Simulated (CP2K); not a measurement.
Worked example: self-consistent single point of Ba2PdO3 (Immm, 6 atoms in the cell) in CP2K.

Computed with PBEsol, GPW, DZVP-MOLOPT-PBE-GTH basis, GTH-PBE potentials (POTENTIAL_UZH) (CP2K).

The change in words: lattice scaled by 0.98. Reference geometry:
```xyz
6
Lattice="7.2591 0.0000 0.0000 5.0561 5.2087 0.0000 -6.0928 -2.7577 2.8228" Properties=species:S:1:pos:R:3 pbc="T T T"
Ba     7.9469     3.3611     0.0000
Ba     4.3684     1.8476     0.0000
Pd     0.0000     0.0000     0.0000
O     10.4161     4.4055     0.0000
O      1.8991     0.8032     0.0000
O      0.5832    -1.3788     1.4114
```

Reference input (self-consistent single point, DFT PBEsol, GPW, DZVP-MOLOPT-PBE-GTH basis, GTH-PBE potentials (POTENTIAL_UZH)): CUTOFF = 500 Ry; REL_CUTOFF = 40 Ry; SMEAR/METHOD = FERMI_DIRAC; ELECTRONIC_TEMPERATURE = 1160.45 K; KPOINTS/SCHEME = MONKHORST-PACK 6 6 6; GAMMA_CENTERED = T; XC_FUNCTIONAL = PBE:PBESOL; Ba/BASIS_SET = DZVP-MOLOPT-PBE-GTH-q10; Ba/POTENTIAL = GTH-PBE-q10; Pd/BASIS_SET = DZVP-MOLOPT-PBE-GTH-q18; Pd/POTENTIAL = GTH-PBE-q18; O/BASIS_SET = DZVP-MOLOPT-PBE-GTH-q6. This run's input differs from it in these lines:

```diff
@@ -67,5 +67,5 @@
     &CELL
-      A 7.25914100 0.00000000 0.00000000
-      B 5.05614200 5.20870000 0.00000000
-      C -6.09279100 -2.75767900 2.82280400
+      A 7.11395800 0.00000000 0.00000000
+      B 4.95501900 5.10452600 0.00000000
+      C -5.97093500 -2.70252600 2.76634800
       PERIODIC XYZ
@@ -73,8 +73,8 @@
     &COORD
-      Ba       7.94692897     3.36112202     0.00000000
-      Ba       4.36835403     1.84757798     0.00000000
+      Ba       7.78799017     3.29389958     0.00000000
+      Ba       4.28098683     1.81062642     0.00000000
       Pd       0.00000000     0.00000000     0.00000000
-      O       10.41614321     4.40546637     0.00000000
-      O        1.89913979     0.80323363     0.00000000
-      O        0.58317500    -1.37883950     1.41140200
+      O       10.20782006     4.31735705     0.00000000
+      O        1.86115694     0.78716895     0.00000000
+      O        0.57151150    -1.35126300     1.38317400
     &END COORD
```

Output (repeated stretches shortened):

```
 SCF WAVEFUNCTION OPTIMIZATION

  Step     Update method      Time    Convergence         Total energy    Change
     1 NoMix/Diag. 0.30E+00      -     1.16869922      -226.6913812210 -2.27E+02
     2 Broy./Diag. 0.30E+00      -     0.65401155      -229.0004110050 -2.31E+00
     3 Broy./Diag. 0.30E+00      -     0.13145269      -225.6796167148  3.32E+00
     4 Broy./Diag. 0.30E+00      -     0.06112868      -225.8641974359 -1.85E-01
     5 Broy./Diag. 0.30E+00      -     0.04769496      -225.5064290719  3.58E-01
     6 Broy./Diag. 0.30E+00      -     0.01684510      -225.3707020347  1.36E-01
   [... 17 lines left out ...]
    24 Broy./Diag. 0.30E+00      -     0.00000049      -225.4432388876  2.76E-06
    25 Broy./Diag. 0.30E+00      -     0.00000021      -225.4432359907  2.90E-06
    26 Broy./Diag. 0.30E+00      -     0.00000011      -225.4432363386 -3.48E-07
    27 Broy./Diag. 0.30E+00      -     0.00000007      -225.4432369233 -5.85E-07
  *** SCF run converged in    27 steps ***

  Overlap energy of the core charge distribution:               0.00000000000022
  Self energy of the core charge distribution:               -450.18826257684316
  Core Hamiltonian energy:                                    108.79297006782193
  Hartree energy:                                             146.34744788669749
  Exchange-correlation energy:                                -30.39405352002859
  Electronic entropic energy:                                  -0.00133878085973
  Fermi energy:                                                 0.34303928695342

  Total energy:                                              -225.44323692328848
  Total energy (extrapolated to T->0):                       -225.44256753285862

                     Mulliken Population Analysis

   [... lines left out ...]

 STRESS| Analytical stress tensor [bar]
 STRESS|                        x                   y                   z
 STRESS|      x        7.07049001339E+04   5.89536290544E+03   3.44282378757E+03
 STRESS|      y        5.89536290544E+03   5.92694306259E+04  -8.17902207129E+03
 STRESS|      z        3.44282378757E+03  -8.17902207129E+03   5.57233138171E+04
 STRESS| 1/3 Trace                                             6.18992148590E+04
```

The run converged in 27 iterations. Against the reference run the free energy rises by 16.6 meV/atom, the pressure goes from -0.74 to 6.19 GPa and the largest force goes from 0.079 to 0.388 eV/Å.

The starting cell comes from a database of computed structures (which also holds hypothetical and non-ambient phases and stackings), without a prior relaxation at this level. For this run, on top of that: lattice scaled by 0.98. Spin polarisation is off. Values carry the incompleteness of an atom-centred basis. The potentials were made for another functional than the one used. With a pressure of about 6 GPa the cell is away from its equilibrium volume at this level.

Cost on one core of a shared machine: roughly 3 min.
